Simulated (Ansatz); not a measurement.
The parent structure is Mg$_{2}$Si (space group Fm-3m, No. 225).

```
CELL_PARAMETERS angstrom
      0.00000     3.18221     3.18221
      3.18221     0.00000     3.18221
      3.18221     3.18221     0.00000
ATOMIC_POSITIONS crystal
  Si 0.00000 0.00000 0.00000
  Mg 0.25000 0.25000 0.25000
  Mg 0.75000 0.75000 0.75000
```

All numbers come from PBE (Ansatz, a first-principles code), without spin-orbit coupling, earlier PAW set.

Before the change:

* **Hole mass**: 0.14, 0.35, 0.35 mₑ (at Γ)
* **Pressure**: -0.01 GPa

It is then changed as follows: an isotropic linear strain of −0.74 %, atoms relaxed at fixed cell.

### Question
What happens to the hole mass and pressure?

### Answer
The hole mass (degenerate bands, along [100]) changes from 0.14, 0.35, 0.35 mₑ (at Γ) to 0.15, 0.35, 0.35 mₑ (at Γ); the pressure grows by 1.26 GPa (-0.01 GPa → 1.25 GPa).

The levels and masses belong to the bands next to the band gap. Effective masses come from finite differences of ±0.01 Å⁻¹. Whether these cells are dynamically stable was not tested.
